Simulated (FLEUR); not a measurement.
A self-consistent single point of TaGa3 (I4/mmm, 4 atoms in the cell) with FLEUR.

Method: PBEsol, all-electron FLAPW (FLEUR), scalar-relativistic valence in FLEUR.

```
TaGa3
1.0
   -1.89517     1.89517     4.33188
    1.89517    -1.89517     4.33188
    1.89517     1.89517    -4.33188
Ta Ga
1 3
Cartesian
  0.00000   0.00000   0.00000
  0.00000   0.00000   4.33188
  0.00000   1.89517   2.16594
  1.89517   0.00000   2.16594
```

Reference input (self-consistent single point, DFT, LDA (Perdew-Zunger), all-electron FLAPW (FLEUR), scalar-relativistic valence): Kmax = 4.2 1/bohr; GmaxXC = 16.8 1/bohr; xcFunctional = pz; jspins = 1; l_soc = F; mode = hist; fermiSmearingEnergy = 0.00367493 Htr; mesh (inpgen div1-3) = 9 9 9; inpgen gamma flag = false; Gmax = 16.8 1/bohr; numbands = 0; maxIterBroyd = 25. This run's input differs from it in these lines:

```diff
@@ -16,3 +16,3 @@
 &comp jspins=1 /
-&exco xctyp='pz' /
+&exco xctyp='PBEs' /
 &kpt div1=9 div2=9 div3=9 /
@@ -29,3 +29,3 @@
       <coreElectrons ctail="T" frcor="F" kcrel="0" coretail_lmax="0"/>
-      <xcFunctional name="pz" relativisticCorrections="F"/>
+      <xcFunctional name="PBEs" relativisticCorrections="F"/>
       <magnetism jspins="1"/>
```

The program printed (abridged):

```
 Iteration:     1   Distance:       8.62573590 me/bohr^3
 Iteration:     2   Distance:       7.72207501 me/bohr^3
 Iteration:     3   Distance:       4.43945663 me/bohr^3
 Iteration:     4   Distance:       1.80216825 me/bohr^3
 Iteration:     5   Distance:       1.28564989 me/bohr^3
   [... 8 lines left out ...]
 Iteration:    14   Distance:       0.00078416 me/bohr^3
 Iteration:    15   Distance:       0.00013846 me/bohr^3
 Iteration:    16   Distance:       0.00001896 me/bohr^3
 Iteration:    17   Distance:       0.00000454 me/bohr^3
 Run finished successfully
 Stop message:
   Structural relaxation: Done

[file out, last iteration]
             iter=     18
[...]
          total density-effective poten   -3.6359988196E+04
          total charge density-energy d   -5.3571574350E+02
 Updated energy parameters for spin:           1
[...]
 fermi energy and band-weighting factors:
    0.954742    0.973368    0.975968

[...]
FERMIE:
          first approx. to ef    (T=0)  :   0.432322 htr   (energy of the highest occ. eigenvalue)
          number of occ. states  (T=0)  :       2474
          first approx. to seigv (T=0)  : -13.752697 htr
          sum of weights of occ. states :  33.008230
          sum of semicore charge        :   0.000000 e
FERHIS:  Fermi-Energy by histogram:
          bandgap                     :   0.000908 htr
   [... lines left out ...]
          charge neutrality (T=0)     :   0.016461    (zero if the highest occ. eigenvalue is "entirely" occupied)
     EF_NEWTON:  Adjust Fermi-Energy by Newton-Method.
 Direct bandgap for spin            1 :    3.9055244722336901E-003  Htr
 ---->    free energy=                    -21449.4961439103 htr
   [... lines left out ...]
 TOTAL FORCE FOR ATOM TYPE=  1  X=  0.000   Y=  0.000   Z=  0.000
                       FX_TOT= 0.000000 FY_TOT= 0.000000 FZ_TOT= 0.000000
 TOTAL FORCE FOR ATOM TYPE=  2  X=  0.000   Y=  0.000   Z=  8.186
                       FX_TOT= 0.000000 FY_TOT= 0.000000 FZ_TOT= 0.000000
 TOTAL FORCE FOR ATOM TYPE=  3  X=  3.581   Y=  0.000   Z= -4.093
                       FX_TOT= 0.000000 FY_TOT= 0.000000 FZ_TOT= 0.000000
 Structural relaxation: Done
```

The run converged in 17 iterations. FLEUR gives forces in its relaxation mode, with a further iteration, so its stop message speaks of a relaxation. 

The starting cell comes from a database of computed structures (which also holds hypothetical and non-ambient phases and stackings), without a prior relaxation at this level. Spin-orbit coupling is off. Spin polarisation is off. Values depend on the basis (sphere radii, cutoffs, local orbitals), which need not be converged. The log's line on a gap gives a spacing of levels on this mesh, which the program prints for metals too.

Cost on one core of a shared machine: roughly 4 min.
